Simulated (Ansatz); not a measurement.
Worked example: zone-centre phonon calculation of CsZn4P3 (P4/mmm, 8 atoms in the cell) in Ansatz (a first-principles code).

Computed with LDA (PW92), default PAW files made with PBE (plane waves; Ansatz).

```xyz
8
Lattice="4.0746 0.0000 0.0000 0.0000 4.0746 0.0000 0.0000 0.0000 10.4846" Properties=species:S:1:pos:R:3 pbc="T T T"
Cs     0.0000     0.0000     5.2423
Zn     2.0373     0.0000     8.8956
Zn     2.0373     0.0000     1.5890
Zn     0.0000     2.0373     8.8956
Zn     0.0000     2.0373     1.5890
P      2.0373     2.0373     7.6192
P      2.0373     2.0373     2.8654
P      0.0000     0.0000     0.0000
```

Reference input (self-consistent single point, DFT, LDA (PW92), plane waves, default PAW files made with PBE): basis.ecutwfc = 420 eV; kpoints.mp_grid.grid = 6 6 3; hamiltonian.xc = lda; hamiltonian.pseudopotentials = {kind: paw} (the program's default PAW files); scf.occupations.method = fermi_dirac; scf.occupations.width = 0.136 eV. This run's input differs from it in these lines:

Ansatz 0.2 input:
```diff
@@ -15,3 +15,3 @@
 basis:
-  ecutwfc: 420.0
+  ecutwfc: 630.0
 kpoints:
@@ -27,6 +27,4 @@
     width: 0.136
-output:
-  forces: true
-  eigenvalues: true
-  stress: true
+phonons:
+  method: dfpt
```

The program printed (abridged):

```
SCF iter   1: F=—  HF=-20670.180516 eV  |F-HF|=—  |Δ(HF+E_count)|=         —  Δρ=5.87e-3  dr2=6.11e-2  ethr=1.77e-3  ⟨swp⟩=10.5  Hψ=8249  notcnv=0
all-band conjugate gradients solve this SCF's bands
preconditioner: auto → Resta (q_TF=auto, 2.355 Å⁻¹)
SCF iter   2: F=—  HF=-20670.165984 eV  |F-HF|=—  |Δ(HF+E_count)|=   1.45e-2  Δρ=2.84e-3  dr2=1.61e-2  ethr=8.48e-5  ⟨swp⟩=2.5  Hψ=2816  notcnv=0
   [... lines left out ...]
SCF iter   9: F=—  HF=-20670.161724 eV  |F-HF|=—  |Δ(HF+E_count)|=  1.89e-10  Δρ=5.49e-7  dr2=1.34e-9  ethr=1.70e-11  ⟨swp⟩=2.3  Hψ=2413  notcnv=0
SCF iter  10: F=—  HF=-20670.161724 eV  |F-HF|=—  |Δ(HF+E_count)|=  5.82e-11  Δρ=1.40e-7  dr2=9.00e-11  ethr=1.86e-12  ⟨swp⟩=2.4  Hψ=2692  notcnv=0
SCF iter  11: F=—  HF=-20670.161724 eV  |F-HF|=—  |Δ(HF+E_count)|=  3.64e-12  Δρ=7.12e-8  dr2=1.19e-11  ethr=1.00e-12  ⟨swp⟩=9.5  Hψ=8652  notcnv=0
SCF iter  12: F=-20670.161724 eV  HF=-20670.161724 eV  |F-HF|=1.09e-11  |Δ(HF+E_count)|=  7.28e-12  Δρ=8.71e-8  dr2=8.23e-12  ethr=1.00e-12  ⟨swp⟩=6.2  Hψ=7253  notcnv=0
SCF 1 converged in 12 iterations: F = -20670.161724 eV  dr2 = 8.23e-12
DFPT response loops at Γ: preconditioner auto → Kerker (q_TF=auto, 2.355 Å⁻¹) (partly filled bands, converged f_vac=0.004) …
Free energy (F): -20670.161724 eV
Internal energy: -20670.131865 eV  (E = F + TS)
E sigma→0 (E₀):  -20670.146794 eV
Entropy (-TS):   -0.029859 eV (-3.732 meV/atom)
Fermi energy:    7.470184 eV
--- Phonons (Γ-DFPT): 9 representative perturbations + reference, on 32 of 108 k-points (Σ response iterations 31) ---
  k mesh reduced under 4 symmetry operations, with k and −k counted as one. Each operation leaves every solved displacement unchanged or reverses it
  ASR residual: 4.156e-5 → 0.000e0 eV/Å²; symmetrization residual: 5.138e-6 eV/Å²
  ASR residual per site (eV/Å²): 1.67e-5 4.16e-5 4.16e-5 4.16e-5 4.16e-5 1.54e-5 1.54e-5 5.96e-6
  Γ frequencies (cm⁻¹): 0.00 0.00 0.00 40.08 40.08 54.78 58.45 58.45 73.00 73.00 89.33 109.66 109.66 112.63 112.63 113.13 117.39 251.87 251.87 255.42 255.42 258.43 281.41 297.30
  non-analytic LO–TO correction: not included (Born effective charges unavailable; polar crystals: no LO–TO splitting at Γ)
```

The run converged in 12 iterations. 

Summary of the result:
- Free energy E − TS (on the zero of these files): -20670.1617 eV
- Fermi level (on the code's own zero): 7.47 eV
- Zone-centre frequencies (cm⁻¹; negative means imaginary): 0, 0, 0, 40, 40, 55, 58, 58, 73, 73, 89, 110, 110, 113, 113, 113, 117, 252, 252, 255, 255, 258, 281, 297

The starting cell comes from a database of computed structures (which also holds hypothetical and non-ambient phases and stackings), without a prior relaxation at this level. Its lattice was rescaled by up to half a per cent.

Cost on one core of a shared machine: roughly 7 min.
